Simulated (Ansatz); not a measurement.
Defect: interstitial Ga in wurtzite GaN, charge state +1. These are PBE, PAW (plane waves to 420 eV; Ansatz, a program for electronic structure) values and carry that method's errors.

Cell of 72 host sites held at the relaxed PBE lattice; one k-point at (0.125, 0.250, 0.250); Fermi-Dirac width 0.01 eV, spin-restricted; finite-size errors left in. Energies are static. The charge state is imposed; whether it is stable for some Fermi level was not computed. Sites that were not tried may lie lower.

Barriers: single points on a 2×2×2 k-point mesh shifted by half a step along c at the bands' geometries (they differ from the bands' own by up to 0.06 eV, and are uncertain by about as much).

Relaxed starting cell (atoms counted from 1):

```
CELL_PARAMETERS angstrom
      9.65543     0.00000     0.00000
     -4.82771     8.36185     0.00000
      0.00000     0.00000    10.48619
ATOMIC_POSITIONS crystal
  Ga 0.21394 0.10595 0.19563
  Ga 0.22343 0.11159 0.74214
  Ga 0.22086 0.44325 0.24599
  Ga 0.22637 0.45400 0.75348
  Ga 0.22079 0.77701 0.24608
  Ga 0.22639 0.77199 0.75333
  Ga 0.55050 0.10935 0.24845
  Ga 0.55647 0.11026 0.75028
  Ga 0.55055 0.44098 0.24859
  Ga 0.55636 0.44571 0.75016
  Ga 0.55455 0.77710 0.24835
  Ga 0.55449 0.77715 0.75028
  Ga 0.88699 0.11427 0.23687
  Ga 0.88216 0.10959 0.75169
  Ga 0.88742 0.44352 0.24868
  Ga 0.88902 0.44422 0.74849
  Ga 0.88711 0.77263 0.23765
  Ga 0.88197 0.77201 0.75163
  Ga 0.11703 0.24702 0.52563
  Ga 0.10814 0.22825 0.98280
  Ga 0.11123 0.55626 0.49717
  Ga 0.11009 0.55575 0.00202
  Ga 0.11624 0.87095 0.52582
  Ga 0.10783 0.88115 0.98248
  Ga 0.44710 0.22409 0.50562
  Ga 0.44605 0.22383 0.99105
  Ga 0.44614 0.55723 0.49899
  Ga 0.44500 0.55742 0.00043
  Ga 0.44591 0.89017 0.49880
  Ga 0.44486 0.88890 0.00050
  Ga 0.77621 0.22358 0.49842
  Ga 0.77540 0.22327 0.99877
  Ga 0.77596 0.55330 0.49864
  Ga 0.77545 0.55335 0.99876
  Ga 0.76988 0.88555 0.50422
  Ga 0.77529 0.88823 0.99745
  N  0.21618 0.10871 0.50461
  N  0.22043 0.11093 0.93586
  N  0.22418 0.44708 0.43652
  N  0.22588 0.45305 0.93695
  N  0.22367 0.77832 0.43667
  N  0.22580 0.77427 0.93684
  N  0.55420 0.11183 0.43656
  N  0.55487 0.10973 0.93742
  N  0.55407 0.44339 0.43702
  N  0.55500 0.44651 0.93728
  N  0.55536 0.77827 0.43649
  N  0.55445 0.77803 0.93737
  N  0.89613 0.11260 0.43773
  N  0.88209 0.10922 0.93684
  N  0.88893 0.44487 0.43658
  N  0.88875 0.44491 0.93696
  N  0.89548 0.78370 0.43900
  N  0.88194 0.77395 0.93668
  N  0.10705 0.23373 0.16723
  N  0.10761 0.22902 0.70575
  N  0.10917 0.55430 0.18976
  N  0.11027 0.55495 0.68454
  N  0.10615 0.87176 0.16690
  N  0.10751 0.87820 0.70605
  N  0.44244 0.22130 0.18188
  N  0.45088 0.22503 0.69377
  N  0.44357 0.55533 0.18843
  N  0.44519 0.55611 0.68648
  N  0.44350 0.88793 0.18857
  N  0.44535 0.88889 0.68619
  N  0.77252 0.22208 0.18731
  N  0.77681 0.22208 0.68552
  N  0.77256 0.55010 0.18716
  N  0.77690 0.55425 0.68578
  N  0.77490 0.88731 0.18539
  N  0.77707 0.88841 0.68872
  Ga 0.05456 0.02776 0.37353
```
Cell charge +1.

End state 1 differs by these moves (Å; atoms that move under 0.08 Å are left out):

```
atom  element     Δx     Δy     Δz
----  -------  -----  -----  -----
1          Ga   0.05   1.44   1.85
3          Ga  -0.03   0.01  -0.09
9          Ga   0.07   0.03  -0.12
13         Ga   0.03  -0.03   0.10
17         Ga   0.00   0.07   0.12
19         Ga  -0.14  -0.27   0.00
23         Ga  -0.14   0.12  -0.21
24         Ga  -0.01   0.04   0.09
25         Ga   0.17  -0.07   0.20
26         Ga   0.05   0.01  -0.08
39          N   0.01  -0.09   0.02
49          N  -0.08  -0.04  -0.01
55          N  -0.04  -0.08   0.00
59          N  -0.04   0.14   0.16
60          N  -0.02   0.02  -0.13
61          N   0.15   0.03  -0.15
62          N   0.03  -0.01   0.12
69          N   0.05   0.08   0.00
73         Ga   1.22   0.75  -1.87
```

What is the computed forward and backward barriers to end state 1 (PBE, PAW)?

forward 1.42 eV, backward 1.42 eV; at the saddle point atom 73 has neighbours Ga at 2.17; N at 1.88, N at 1.97, N at 2.01 Å. The saddle point's order was not checked.

End state 2 differs by these moves (Å; atoms that move under 0.08 Å are left out):

| atom | element | Δx | Δy | Δz |
|---|---|---|---|---|
| 1 | Ga | 0.06 | 0.05 | 0.54 |
| 2 | Ga | 0.03 | 0.02 | 0.13 |
| 6 | Ga | -0.06 | 0.03 | -0.05 |
| 14 | Ga | -0.10 | 0.16 | 0.25 |
| 18 | Ga | 0.08 | -0.16 | 0.25 |
| 19 | Ga | 0.04 | -0.16 | -0.40 |
| 20 | Ga | 0.08 | -0.01 | 0.20 |
| 23 | Ga | -0.12 | 0.12 | -0.40 |
| 24 | Ga | 0.04 | 0.07 | 0.20 |
| 26 | Ga | -0.02 | -0.01 | 0.10 |
| 32 | Ga | -0.06 | 0.04 | 0.05 |
| 35 | Ga | 0.10 | 0.06 | -0.62 |
| 37 | N | 0.05 | 0.03 | -0.73 |
| 48 | N | -0.05 | -0.03 | 0.07 |
| 49 | N | -0.11 | 0.13 | -0.21 |
| 50 | N | 0.02 | 0.10 | 0.20 |
| 53 | N | 0.04 | -0.15 | -0.23 |
| 54 | N | 0.10 | -0.03 | 0.20 |
| 55 | N | 0.13 | -0.07 | 0.21 |
| 56 | N | 0.02 | -0.11 | -0.17 |
| 59 | N | 0.01 | 0.15 | 0.21 |
| 60 | N | -0.10 | 0.07 | -0.19 |
| 62 | N | -0.06 | -0.03 | -0.07 |
| 72 | N | 0.03 | 0.02 | 0.68 |
| 73 | Ga | -0.80 | -0.46 | 2.62 |

Estimate the forward and backward barriers to end state 2 that PBE, PAW returns for this input.

forward 1.41 eV, backward 1.41 eV; at the saddle point atom 73 has neighbours Ga at 2.17, Ga at 2.21; N at 1.88, N at 2.23, N at 2.38 Å. The saddle point's order was not checked.
